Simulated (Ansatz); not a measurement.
Take MoS₂ in the 3R-MoS2 type structure (space group R3m, No. 160; a = 3.1752 Å, c = 18.5848 Å (hexagonal axes); layered, stacked along the Cartesian z axis) as the base.

Method: Kohn–Sham DFT with the r2SCAN+rVV10 functional, run in Ansatz (a program for electronic structure) with PAW and 500 eV plane waves, no spin-orbit coupling.

Base values:

The lattice parameter a is 3.175 Å.

One thing is altered: a hydrostatic pressure of 75 GPa.

Q: What happens to the lattice parameter a?

A: The lattice parameter a decreases by 0.312 Å to 2.863 Å.

The mesh was chosen for an insulator and is coarse for the gapless case. Load acts through the strain it causes; cell and atoms are relaxed under it. Stability against distortions was not tested. Competing high-pressure phases were not computed. All final runs are without spin polarisation.
